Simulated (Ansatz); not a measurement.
Start from SnO$_{2}$ in the rutile structure (space group P4_2/mnm, No. 136; a = 4.769 Å, c = 3.212 Å). Axes: x, y, z lie along a, b, c of the conventional cell.

All numbers come from DFT with PBEsol, PAW potentials and a 420 eV plane-wave cutoff in Ansatz (a first-principles code), spin-orbit coupling left out.

Strains are applied to the cell and any free atomic positions relax; under biaxial strain the out-of-plane vector relaxes too.

One change was made to it. Results:

The electron mass changes from 0.17 mₑ along c, 0.19 mₑ across (at Γ) to 0.17 mₑ out of plane, 0.19 mₑ in plane (at Γ); the band gap grows by 0.11 eV (0.92 eV → 1.03 eV); the volume per atom decreases by 0.184 Å³ (12.18 Å³ → 11.99 Å³).

Task: What was done to the base?
A) biaxial strain −1.80 %, plane normal [001], relaxed out of plane
B) biaxial strain −1.20 %, plane normal [001], relaxed out of plane
C) biaxial strain −2.40 %, plane normal [001], relaxed out of plane

Result: B, biaxial strain −1.20 %, plane normal [001], relaxed out of plane. For comparison, the band gap in the other runs: biaxial strain −2.40 %, plane normal [001], relaxed out of plane gives 1.14 eV; biaxial strain −1.80 %, plane normal [001], relaxed out of plane gives 1.09 eV.

Effective masses come from finite differences of ±0.01 Å⁻¹. Whether these cells are dynamically stable was not tested.
